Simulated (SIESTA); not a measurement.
Input and output of a relaxation of cell and atoms for Ni3Se2 (R32, 5 atoms in the cell) (SIESTA).

Computed with LDA PW92, numerical atomic orbitals DZP, PseudoDojo LDA standard norm-conserving potentials (rewritten from UPF to PSML) in SIESTA.

```xyz
5
Lattice="2.9386 1.6966 2.3554 -2.9386 1.6966 2.3554 0.0000 -3.3932 2.3554" Properties=species:S:1:pos:R:3 pbc="T T T"
Ni    -1.4883     1.6966     2.3554
Ni    -0.7251    -2.1372     2.3554
Ni     2.2135     0.4406     2.3554
Se     0.0000     0.0000     1.8223
Se     0.0000     0.0000     5.2440
```

Reference input (self-consistent single point, DFT, LDA PW92, numerical atomic orbitals DZP, PseudoDojo LDA standard norm-conserving potentials (rewritten from UPF to PSML)): XC.functional = LDA; XC.authors = PW92; potentials = PseudoDojo LDA standard; PAO.BasisSize = DZP; PAO.EnergyShift = 0.01 Ry; MeshCutoff = 400 Ry; kgrid.MonkhorstPack = 7 7 7; OccupationFunction = MP; OccupationMPOrder = 0; ElectronicTemperature = 100 meV; MaxSCFIterations = 150; SCF.Mixer.Method = Pulay. This run's input differs from it in these lines:

```diff
@@ -45,2 +45,7 @@
 Diag.ParallelOverK           true
+MD.TypeOfRun                 CG
+MD.Steps                     40
+MD.MaxForceTol               0.02 eV/Ang
+MD.VariableCell              true
+MD.MaxStressTol              0.05 GPa
 WriteForces                  true
```

Output, abridged:

```
        iscf     Eharris(eV)        E_KS(eV)     FreeEng(eV)     dDmax    Ef(eV) dHmax(eV)
   scf:    1   -20233.665528   -20263.225039   -20263.238257  0.811421 -1.463162 14.998850
   scf:    2   -20270.582696   -20274.639484   -20274.645886  0.346260 -3.543665  3.417781
   scf:    3   -20275.980015   -20275.687485   -20275.695674  0.049417 -3.214656  1.430950
   scf:    4   -20275.828075   -20275.774846   -20275.783639  0.038877 -3.315928  0.202319
   scf:    5   -20275.775278   -20275.776093   -20275.784940  0.007074 -3.345402  0.102029
   [... 2 lines left out ...]
   scf:    8   -20275.777073   -20275.777067   -20275.785958  0.000096 -3.326323  0.008452
   scf:    9   -20275.777070   -20275.777075   -20275.785956  0.000410 -3.328963  0.009393
   scf:   10   -20275.777073   -20275.777077   -20275.785961  0.000215 -3.327702  0.001147
   scf:   11   -20275.777077   -20275.777077   -20275.785961  0.000021 -3.327837  0.000080
SCF Convergence by DM+H criterion
max |DM_out - DM_in|         :     0.0000208950
max |H_out - H_in|      (eV) :     0.0000800756
SCF cycle converged after 11 iterations

Using DM_out to compute the final energy and forces

siesta: E_KS(eV) =           -20275.7771

siesta: E_KS - E_eggbox =    -20275.7771

siesta: Atomic forces (eV/Ang):
     1    0.295496    0.000000   -0.000000
     2   -0.147747    0.255906    0.000000
     3   -0.147747   -0.255906   -0.000000
     4   -0.000001    0.000000    0.961043
     5   -0.000001   -0.000000   -0.961043
   Tot    0.000001    0.000000   -0.000000
   Max    0.961043
   Res    0.374981    sqrt( Sum f_i^2 / 3N )
   Max    0.961043    constrained

Stress tensor Voigt[x,y,z,yz,xz,xy] (kbar):      -15.18      -15.18      -55.72       -0.00        0.00       -0.00
   [... lines left out ...]
siesta: Pressure (static):         28.69127781  kBar
siesta: Pressure (total):         28.69127781  kBar
No target stress found, assuming hydrostatic MD.TargetPressure.
Target stress (kBar)
outcell: Cell volume (Ang**3)        :     70.7933
        iscf     Eharris(eV)        E_KS(eV)     FreeEng(eV)     dDmax    Ef(eV) dHmax(eV)
siesta: Pressure (static):         -0.10729519  kBar
siesta: Pressure (total):         -0.10729519  kBar
outcell: Cell volume (Ang**3)        :     70.7933
siesta: FreeEng =    -20275.862790
   [... lines left out ...]
              2.003   2.003   2.005   2.003   2.003   0.122   0.104   0.130

              0.104   0.122

mulliken: Qtot =       86.000

Mulliken Atomic Populations:
Atom #   charge [q] valence [e]  Species
     1     0.043835   17.956165  Ni
     2     0.043835   17.956165  Ni
     3     0.043835   17.956165  Ni
     4    -0.065752   16.065752  Se
     5    -0.065752   16.065752  Se
 Total     0.000000
```

The run converged. 

Summary of the result:
| Item | Result |
|---|---|
| Free energy E − TS | -20275.8628 eV |
| Fermi level (on the code's own zero) | -3.35 eV |
| Pressure | -0.01 GPa |
| Largest force (vector length) | 0.004 eV/Å |
| Final cell | a = 4.1369 Å, b = 4.1369 Å, c = 4.1369 Å, α = 90.36°, β = 90.36°, γ = 90.36° |
| Final volume per atom | 14.16 Å³ |
| Relaxation steps | 13 |

The starting cell comes from a database of computed structures (which also holds hypothetical and non-ambient phases and stackings), without a prior relaxation at this level. Its lattice was rescaled by a random factor within 2.5 % of one. Spin polarisation is off, so a magnetic state, if there is one, cannot be reached. Values carry the incompleteness of an atom-centred basis.

Cost on one core of a shared machine: roughly 4 min.
